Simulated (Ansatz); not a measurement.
Results of LDA in Ansatz (PAW) for Cu3Sn (P6₃/mmc, No. 194; cell taken from a computed entry).

The run printed, among other lines:

```
Relaxation: its limit of steps is 80 (relax.max_steps)
Crystal: 8 atoms, lattice volume = 108.984 Å³
Basis set: ecut = 520 eV, 2937 PW (Γ), exchange–correlation on 90×90×64 points (8 copies of the dense FFT grid, shifted against one another)
Bands: 86, of which v1, the nominal top of the filled ones, is band 71 counted from 1 (70 counted from 0)
Symmetry: 24 space group operations
Space group: P63/mmc (ITA 194), of the structure as read, at distance tolerance 4.8e-5 Å
k-points: 152 of 2016
Initial density: superposition of atomic densities (chi_scale 0.1, normalization cell, long waves kept (reshape's long-wave potential 0.00 eV rms))
Functional: x = slater, c = lda
SCF iter   1: F=—  HF=-51100.221387 eV  |F-HF|=—  |Δ(HF+E_count)|=         —  Δρ=2.42e-1  dr2=3.93e1
SCF iter   2: F=—  HF=-51094.791368 eV  |F-HF|=—  |Δ(HF+E_count)|=    5.43e0  Δρ=6.29e-2  dr2=3.55e0
  ...
SCF 1 converged in 10 iterations: F = -51093.549558 eV  dr2 = 2.70e-9
Crystal: 8 atoms, lattice volume = 108.984 Å³
Initial density: handed on by an earlier stage of this run
SCF 2 converged in 6 iterations: F = -51093.550062 eV  dr2 = 1.99e-9
Crystal: 8 atoms, lattice volume = 108.984 Å³
SCF 3 converged in 6 iterations: F = -51093.550625 eV  dr2 = 1.52e-8
Crystal: 8 atoms, lattice volume = 108.984 Å³
SCF iter   7: F=—  HF=-51093.550627 eV  |F-HF|=—  |Δ(HF+E_count)|=  2.18e-11  Δρ=4.06e-8  dr2=7.80e-13
SCF iter   8: F=-51093.550627 eV  HF=-51093.550627 eV  |F-HF|=0.00e0  |Δ(HF+E_count)|=  2.18e-11  Δρ=4.87e-9  dr2=1.04e-14
SCF 4 converged in 8 iterations: F = -51093.550627 eV  dr2 = 1.04e-14
SCF converged after 8 iterations
Free energy (F): -51093.550627 eV
Internal energy: -51093.533322 eV  (E = F + TS)
E sigma→0 (E₀):  -51093.541974 eV
Fermi energy:    16.446118 eV
--- Forces (eV/Å), atoms counted from 1 ---
  atom   1  Cu     0.00077147    -0.00044541    -0.00000000
  atom   2  Cu    -0.00077147     0.00044541     0.00000000
  atom   3  Cu     0.00077147     0.00044541     0.00000000
  atom   4  Cu    -0.00077147    -0.00044541    -0.00000000
  atom   5  Cu     0.00000000     0.00089082    -0.00000000
  atom   6  Cu    -0.00000000    -0.00089082     0.00000000
  atom   7  Sn     0.00000000     0.00000000     0.00000000
  atom   8  Sn    -0.00000000    -0.00000000    -0.00000000
--- Stress (GPa, compression-positive) ---
       -2.601881       0.000000      -0.000000
        0.000000      -2.601881      -0.000000
       -0.000000      -0.000000      -2.603275
  P = ⅓ Tr σ = -2.6023 GPa (-26.023 kbar)
```

### Question
Write an input file that could have produced this run (the log leaves some choices open).

### Answer
One answer among several that fit: 
Ansatz 0.2 input:
```yaml
crystal:
  lattice:
    - [5.4667641605, 0.0, 0.0]
    - [-2.7333820802, 4.7343566395, 0.0]
    - [0.0, 0.0, 4.2108538859]
  atoms:
    - { symbol: Cu, position: [0.1551186128, 0.8448813872, 0.75] }
    - { symbol: Cu, position: [0.8448813872, 0.1551186128, 0.25] }
    - { symbol: Cu, position: [0.3102372257, 0.1551186128, 0.25] }
    - { symbol: Cu, position: [0.6897627743, 0.8448813872, 0.75] }
    - { symbol: Cu, position: [0.1551186128, 0.3102372257, 0.75] }
    - { symbol: Cu, position: [0.8448813872, 0.6897627743, 0.25] }
    - { symbol: Sn, position: [0.3333333333, 0.6666666667, 0.25] }
    - { symbol: Sn, position: [0.6666666667, 0.3333333333, 0.75] }
basis:
  ecutwfc: 520
  ecutrho_ratio: 4
  xc_grid: 2
kpoints:
  mp_grid: { grid: [12, 12, 14] }
hamiltonian:
  xc: lda
  dispersion: none
  pseudopotentials: { azcp: { folder: ./paw }, kind: paw }
scf:
  occupations: { method: fermi_dirac, width: 0.05 }
output:
  forces: true
  stress: true
  eigenvalues: true
relax:
  f_tol: 0.004
  escape_saddle: false
  max_steps: 80
  cell: { stress_tol: 0.02, fix: [volume] }
```

The cell is one volume of an energy–volume scan, off the minimum.

The PAW data were made under PBE.

Note: the relaxation could not lower the start's symmetry, so the cell can be a saddle point above a distorted one.

Computing time: very roughly 5 core-minutes.

Ansatz is an electronic-structure program.
